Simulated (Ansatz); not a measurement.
Base system: CdSe in the zinc blende structure (space group F-43m, No. 216; a = 6.1332 Å). Axes: x, y, z lie along the cube axes.

Calculations: Ansatz (a first-principles code) r2SCAN, spin-orbit coupling left out.

For the base:

| Item | Value |
|---|---|
| Band gap | 1.04 eV |
| Volume per atom | 28.84 Å³ |

It is then changed as follows: biaxial strain −2.08 %, plane normal [111], relaxed out of plane (Cartesian); in-plane vectors clamped, the third vector and the atoms free.

Q: How does this affect the in-plane stress?

A: The mean in-plane stress (compression positive) comes out as +1.8 GPa.

Q: Predict the new band gap.

A: The band gap drops by 0.03 eV (1.04 eV → 1.01 eV).

Q: How does this affect the energy relative to the base?

A: The energy rises by 6.8 meV/atom.

Q: What does the calculation give for the volume per atom after the change?

A: The volume per atom shrinks by 0.664 Å³ to 28.17 Å³.

No phonon test of stability was made.
